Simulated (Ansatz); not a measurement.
rock-salt ZrN (1 1 0) on diamond (1 1 0) (film strained to the substrate, started from cuts of the bulks and a machine-learned relaxation; slabs C72 and N12Zr12, which can lie off the formulas)

A periodic stack without vacuum, rock-salt ZrN (1 1 0) on diamond (1 1 0) (film strained to the substrate, started from cuts of the bulks and a machine-learned relaxation; slabs C72 and N12Zr12, which can lie off the formulas): substrate slab C72, film N12Zr12, surface cells [[-1, 2], [-1, -1]] and [[0, 2], [-1, 0]], film strained by -4.8 and -4.8 %, outermost planes C/C and NZr/NZr as cut, which need not be the usual terminations and can put a slab off its formula.

The start was prepared with a machine-learned potential, and the result is one local minimum, with the in-plane cell held and forces under 0.04 eV/Å; the film can end far from its bulk form.

Level of theory: PBE (plane waves to 420 eV, PAW; Ansatz, a program for electronic structure). No spin–orbit coupling; the runs are not spin-polarised; PBE gaps are too small against experiment. Its k-point mesh 4×6×1, Fermi–Dirac width 0.05 eV.

* **interface area**: 27.1 Å²
* **period**: 26.81 Å
* **heights between the nearest atoms of the two slabs at the two interfaces**: 1.93 and 1.93 Å
* **C–Zr contacts across the interfaces within 1.22 times the sum of covalent radii**: 14, mean 2.63 Å
* **hole barrier (PBE)**: 0.97 eV
* **electron barrier (PBE)**: 3.15 eV

```xyz
96
Lattice="6.1841 -0.0005 0.1600 -0.0001 4.3742 0.0185 0.5193 -0.1316 26.8327" Properties=species:S:1:pos:R:3 pbc="T T T"
C      6.0508     2.5608     2.5915
C      1.9346     1.1007     2.4541
C      3.9960     4.0237     2.5720
C      0.4088     1.1420     2.4166
C      2.4701     4.0534     2.5082
C      4.5235     2.5902     2.5811
C      1.9672     3.2828     1.2835
C      4.0161     1.8436     1.3221
C      5.9995     0.2888     1.5155
C      2.5827     1.9638     1.4314
C      4.5764     0.4123     1.3404
C      0.4236     3.3410     1.2240
C      3.9366     4.0253     5.0927
C      5.9985     2.5662     5.1320
C      1.8744     1.1094     5.0170
C      4.4528     2.5684     5.0998
C      0.3312     1.1105     4.9771
C      2.3910     4.0275     5.0462
C      6.0265     0.3775     3.8647
C      1.9095     3.3056     3.7627
C      3.9700     1.8441     3.8224
C      0.3626     3.2998     3.7198
C      2.4300     1.8536     3.7783
C      4.4847     0.3858     3.8292
C      1.8097     1.0994     7.5461
C      3.8714     4.0152     7.6135
C      5.9326     2.5563     7.6595
C      2.3253     4.0159     7.5728
C      4.3865     2.5570     7.6206
C      0.2643     1.0990     7.5059
C      3.9044     1.8336     6.3431
C      5.9651     0.3737     6.3866
C      1.8425     3.2924     6.2929
C      4.4192     0.3751     6.3503
C      0.2972     3.2911     6.2522
C      2.3588     1.8352     6.2996
C      5.8664     2.5445    10.1859
C      1.7439     1.0891    10.0731
C      3.8059     4.0046    10.1350
C      0.1986     1.0878    10.0326
C      2.2601     4.0061    10.0988
C      4.3207     2.5461    10.1421
C      1.7768     3.2812     8.8197
C      3.8386     1.8227     8.8648
C      5.8998     0.3638     8.9127
C      2.2925     1.8234     8.8259
C      4.3537     0.3645     8.8719
C      0.2314     3.2807     8.7794
C      3.7407     3.9939    12.6557
C      5.7954     2.5264    12.7072
C      1.6787     1.0805    12.6053
C      4.2550     2.5356    12.6627
C      0.1318     1.0745    12.5631
C      2.1990     4.0022    12.6207
C      5.8341     0.3522    11.4395
C      1.7099     3.2696    11.3484
C      3.7725     1.8113    11.3853
C      0.1668     3.2708    11.3085
C      2.2267     1.8135    11.3533
C      4.2886     0.3544    11.3925
C      1.6180     1.0391    15.1011
C      3.6501     3.9681    15.1458
C      5.6428     2.4161    15.0537
C      2.2268     4.0914    14.9702
C      4.2102     2.5366    15.1619
C      0.0715     1.0971    15.0453
C      3.7018     1.7894    13.9038
C      5.7554     0.3266    13.9779
C      1.6328     3.2382    13.9094
C      4.2292     0.3560    13.9125
C      0.1074     3.2797    13.8717
C      2.1741     1.8186    13.8938
N      3.7203     3.2328    17.6923
N      0.6330     3.2349    17.5688
N      2.1615     1.0441    19.0167
N      5.2159     1.0412    19.0845
N      0.5453     3.2225    20.7231
N      3.6418     3.2222    20.8052
N      5.1400     1.0283    22.5143
N      2.0531     1.0287    22.4377
N      3.5646     3.2088    24.2354
N      0.4370     3.2071    24.1415
N      1.9657     1.0156    25.5906
N      5.0630     1.0193    25.6273
Zr     2.1602     3.2284    19.0194
Zr     5.2125     3.2307    19.0895
Zr     3.7254     1.0504    17.0833
Zr     0.6478     1.0503    17.2939
Zr     5.1399     3.2154    22.5685
Zr     2.0458     3.2154    22.4751
Zr     0.5522     1.0358    20.6848
Zr     3.6416     1.0350    20.7514
Zr     1.9485     3.2005    25.8667
Zr     5.0602     3.2007    26.2364
Zr     3.5701     1.0197    24.2318
Zr     0.4386     1.0227    24.1390
```
